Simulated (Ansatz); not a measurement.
Worked example: self-consistent single point of NiSi₂ (Fm-3m, 3 atoms in the cell) in Ansatz (a first-principles code).

Method of the run: PBE (plane waves, PAW; Ansatz).

```yaml
crystal:
  lattice:
    - [0.00000, 2.68850, 2.68850]
    - [2.68850, 0.00000, 2.68850]
    - [2.68850, 2.68850, 0.00000]
  atoms:
    - { symbol: Si, position: [0.25000, 0.25000, 0.25000] }
    - { symbol: Si, position: [0.75000, 0.75000, 0.75000] }
    - { symbol: Ni, position: [0.00000, 0.00000, 0.00000] }
```

Reference input (self-consistent single point, DFT, PBE, plane waves, default PAW files): kpoints.mp_grid.grid = 9 9 9; hamiltonian.xc = pbe; hamiltonian.pseudopotentials = {kind: paw} (the program's default PAW files); scf.occupations.method = methfessel_paxton; scf.occupations.width = 0.1 eV. This run's input differs from it in these lines:

Ansatz 0.2 input:
```diff
@@ -10,3 +10,3 @@
 kpoints:
-  mp_grid: { grid: [9, 9, 9] }
+  mp_grid: { grid: [6, 6, 6] }
 hamiltonian:
```

Output, abridged:

```
SCF iter   1: F=—  HF=-7112.370950 eV  |F-HF|=—  |Δ(HF+E_count)|=         —  Δρ=9.41e-3  dr2=2.48e-2  ethr=1.77e-3  ⟨swp⟩=5.0  Hψ=1379  notcnv=0
all-band conjugate gradients solve this SCF's bands
preconditioner: auto → none
SCF iter   2: F=—  HF=-7112.368878 eV  |F-HF|=—  |Δ(HF+E_count)|=   2.07e-3  S|Δr|=    0.00e0  Δρ=2.08e-3  dr2=1.59e-3  ethr=9.55e-5  ⟨swp⟩=1.4  Hψ=409  notcnv=0
SCF iter   3: F=—  HF=-7112.368753 eV  |F-HF|=—  |Δ(HF+E_count)|=   1.24e-4  S|Δr|=    0.00e0  Δρ=6.15e-4  dr2=1.01e-4  ethr=6.13e-6  ⟨swp⟩=1.5  Hψ=354  notcnv=0
SCF iter   4: F=—  HF=-7112.368762 eV  |F-HF|=—  |Δ(HF+E_count)|=   8.53e-6  S|Δr|=    0.00e0  Δρ=1.01e-4  dr2=1.87e-6  ethr=3.87e-7  ⟨swp⟩=2.1  Hψ=389  notcnv=0
SCF iter   5: F=—  HF=-7112.368764 eV  |F-HF|=—  |Δ(HF+E_count)|=   1.90e-6  S|Δr|=    0.00e0  Δρ=2.72e-5  dr2=2.10e-7  ethr=3.85e-10  ⟨swp⟩=6.4  Hψ=1443  notcnv=0
SCF iter   6: F=-7112.368764 eV  HF=-7112.368764 eV  |F-HF|=5.62e-9  |Δ(HF+E_count)|=   7.98e-9  S|Δr|=    0.00e0  Δρ=4.94e-6  dr2=7.28e-9  ethr=3.85e-10  ⟨swp⟩=3.9  Hψ=863  notcnv=0
SCF 1 converged in 6 iterations: F = -7112.368764 eV  dr2 = 7.28e-9
Stability not checked (fill_not_monotonic)
Free energy (F): -7112.368764 eV
Internal energy: -7112.365630 eV  (E = F + TS)
E sigma→0 (E₀):  -7112.367980 eV
Entropy (-TS):   -0.003134 eV (-1.045 meV/atom)
Fermi energy:    13.636479 eV
--- Forces (eV/Å), atoms counted from 1 ---
  atom   1  Si    -0.00000000     0.00000000    -0.00000000
   [... zero for the other atoms too ...]
--- Stress (GPa, compression-positive) ---
        6.616398      -0.000000      -0.000000
       -0.000000       6.616398       0.000000
       -0.000000       0.000000       6.616398
  P = ⅓ Tr σ = 6.6164 GPa (66.164 kbar)
  The stress holds the Pulay correction. Without it, at fixed plane waves, as pw.x and ABINIT print it: P = 6.5676 GPa
```

The run converged in 6 iterations. Against the reference run the free energy rises by 1.6 meV/atom and the pressure hardly changes (6.56 to 6.62 GPa).

The starting cell has typed, rounded lattice constants, without a prior relaxation at this level. Its lattice was rescaled by a random factor within 2.5 % of one. Spin polarisation is off. Ansatz's pressure includes its estimate of the finite-basis (Pulay) stress.
